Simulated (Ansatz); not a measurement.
Take BN in the zinc blende structure (space group F-43m, No. 216; a = 3.625 Å) as the base.

Now apply this change: cell and atoms relaxed at a pressure of 7.5 GPa.

Levels (all Ansatz, a first-principles code, PAW): PBE (420 eV, no SOC); r2SCAN (500 eV, no spin-orbit coupling); HSE06 (420 eV, no spin-orbit coupling); PBE+SOC (420 eV, with spin-orbit coupling).

One geometry, relaxed with PBE, under each level:

Notes on the quantities. hole mass: degenerate bands, along [100].

The valence-band top lists the three highest levels at Γ (Kramers pairs under SOC), from the VBM.

```json
[
 {"level": "PBE", "band gap": "4.48 eV", "lowest conduction level above the VBM at special points": "X 4.48 eV; K 6.96 eV; U 6.96 eV; Γ 8.89 eV", "valence-band top at Γ": "0.00, 0.00, 0.00 eV", "electron mass": "0.91 mₑ along k, 0.30 mₑ across (at X)", "hole mass": "0.52 mₑ (at Γ)", "pressure": "7.50 GPa"},
 {"level": "r2SCAN", "band gap": "5.01 eV", "lowest conduction level above the VBM at special points": "X 5.01 eV; K 7.56 eV; U 7.56 eV; Γ 9.62 eV", "valence-band top at Γ": "–", "electron mass": "0.87 mₑ along k, 0.29 mₑ across (at X)", "hole mass": "0.48, 0.51, 0.51 mₑ (at Γ)", "pressure": "2.81 GPa"},
 {"level": "HSE06", "band gap": "5.80 eV", "lowest conduction level above the VBM at special points": "X 5.80 eV; K 8.41 eV; U 8.41 eV; Γ 10.63 eV", "valence-band top at Γ": "–", "electron mass": "–", "hole mass": "–", "pressure": "–"},
 {"level": "PBE+SOC", "band gap": "4.48 eV", "lowest conduction level above the VBM at special points": "X 4.48 eV; K 6.95 eV; U 6.95 eV; Γ 8.87 eV", "valence-band top at Γ": "0.00, 0.00, -0.02 eV", "electron mass": "0.91 mₑ along k, 0.30 mₑ across (at X)", "hole mass": "0.52 mₑ (at Γ)", "pressure": "7.50 GPa"}
]
```

Single points use the geometry relaxed with PBE. Their cutoffs differ, which shifts pressures a little. The hybrid gap comes from the SCF mesh plus the semilocal run's edge points and a few special points and is an upper bound. Differences between runs with and without spin-orbit coupling are approximate. Load acts through the strain it causes; cell and atoms are relaxed under it. Effective masses come from finite differences of ±0.01 Å⁻¹. Along k means along the line from Γ to the band edge. Stability against distortions was not tested. No other phases were tried under pressure.
